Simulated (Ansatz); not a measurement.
A (8,8) WS2 nanotube has 48 atoms in a period of 3.209 Å, a mean diameter of 14.87 Å, and lies 270 meV/atom over the flat sheet relaxed at the same level.

Calculation: PBE (plane waves to 420 eV, PAW; Ansatz, an electronic-structure program). Mesh 1×1×10. No spin polarisation, so a magnetic state wasn't tested. It repeats along c; a and b span vacuum. An idealised model, rolled from the flat sheet. Only distortions within the start's symmetry and period were free. Values not marked SOC lack spin–orbit coupling.

**Question.** Which bending rigidity of the sheet does this imply in the thin-plate picture?

**Answer.** A plate bent to radius R stores D/(2R²) an area. The area an atom is π × 14.87 × 3.209/48 = 3.12 Å², so the stored energy is 0.270/3.12 = 0.0865 eV/Å². With R = 7.435 Å, D = 2R² × 0.0865 = 9.6 eV.
